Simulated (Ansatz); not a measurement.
RhGe2 (model structure, started from the C54 type, Fddd, No. 70, 6 atoms in the cell): properties by level of theory

| level (code) | volume per atom (Å³/atom) | formation enthalpy (eV/atom) |
|---|---|---|
| PBE (Ansatz) | 15.90 | -0.077 |
| PBEsol (Ansatz) | ___ | ___ |
| PBE-D3(BJ) (Ansatz) | ___ | ___ |

**Question.** Some entries are withheld; supply them.

**Answer.** 
- PBEsol (Ansatz, a first-principles code), volume per atom (Å³/atom): 15.20
- PBEsol (Ansatz), formation enthalpy (eV/atom): -0.130
- PBE-D3(BJ) (Ansatz), volume per atom (Å³/atom): 15.30
- PBE-D3(BJ) (Ansatz), formation enthalpy (eV/atom): -0.143

Ansatz's density-functional and Hartree–Fock values are scalar-relativistic unless marked +SOC, with PAW data made under PBE.

Computed values are for the static lattice.

A model structure was made by putting elements into a prototype or built by hand; it is no filed structure, need not be a known phase, and can be a saddle point held by its symmetry.
